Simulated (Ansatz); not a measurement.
The reference is CsSnI₃ in the cubic perovskite structure (space group Pm-3m, No. 221; a = 6.031 Å). Axes: x, y, z lie along the cube axes.

Method: LDA, PAW, 420 eV (Ansatz, a quantum-chemistry and plane-wave program; spin-orbit coupling left out).

Base values:

- Pressure: 0.0 GPa
- Shortest interatomic distance: 3.015 Å

It is then changed as follows: tensile biaxial strain of 0.50 % in the plane normal to [111], as in epitaxy on a mismatched substrate; the out-of-plane cell vector and the atoms relax.

**Question.** How does this affect the pressure?

**Answer.** The pressure (mean of the normal stresses, compression positive) is nearly the same (0.0 GPa against -0.1 GPa).

**Question.** Estimate the effect on the valley order.

**Answer.** The valley order (the lowest conduction-band minima on the path, energy above the VBM, named in the base's zone) is R along [111] 0.03 eV; M along [110] 0.52 eV.

**Question.** Predict the new energy relative to the base.

**Answer.** The energy is nearly the same.

**Question.** What happens to the shortest interatomic distance?

**Answer.** The shortest interatomic distance goes up by 0.0034 Å (3.015 Å → 3.019 Å).

Spin-orbit coupling, missing from the scalar runs, can matter with I. Stability against distortions was not tested. All final runs are without spin polarisation. Many cubic perovskites are stable only at high temperature; tilts and polar distortions were not tested.
